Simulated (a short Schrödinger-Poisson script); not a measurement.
From a short Schrödinger-Poisson script (our own, NumPy): 1D Poisson equation in equilibrium, electrons quantum, Hartree (BenDaniel-Duke, 12 states a valley, the channel's in-plane mass for all, wave functions ending at the dielectric), parabolic valleys, classical holes, full ionisation, no traps, pinning or gate leakage.

System: symmetric double-gate stack, Al2O3 on p-type Si(100), at 77 K.

From the gate side: 3.9 nm Al2O3; 4 nm Si, acceptors 4e15 cm⁻³; 3.9 nm Al2O3.

Constants are typed, rounded textbook-type inputs, not results; the design itself was drawn at random and stands for no fabricated device. Al2O3: permittivity 9, conduction-band edge (eV) 2.7, gap (eV) 6.8, electron mass (mₑ) 0.3. Si: permittivity 11.7, conduction-band edge (eV) 0, gap (eV) 1.124, Nv at 300 K (cm⁻³) 3.1e19.

Channel valleys (confinement mass, in-plane density-of-states mass, number): Δ2 0.916, 0.19, 2; Δ4 0.19, 0.417, 4. At the gates, both at one voltage, the conduction-band edge of layer 1 lies 3.23 eV − eVg above the Fermi level of the channel. Gaps are held at their typed values at every temperature. Mesh 0.03 nm at interfaces.

Question: Give the capacitance of both gates at Vg = 1.25 V (μF/cm²); the sheet density of all electrons at Vg = 1.25 V (cm⁻²); the sheet density of all electrons at Vg = 0.65 V (cm⁻²).

Answer: capacitance of both gates at Vg = 1.25 V (μF/cm²): 3.27; sheet density of all electrons at Vg = 1.25 V (cm⁻²): 1.32e13; sheet density of all electrons at Vg = 0.65 V (cm⁻²): 1.76e12.
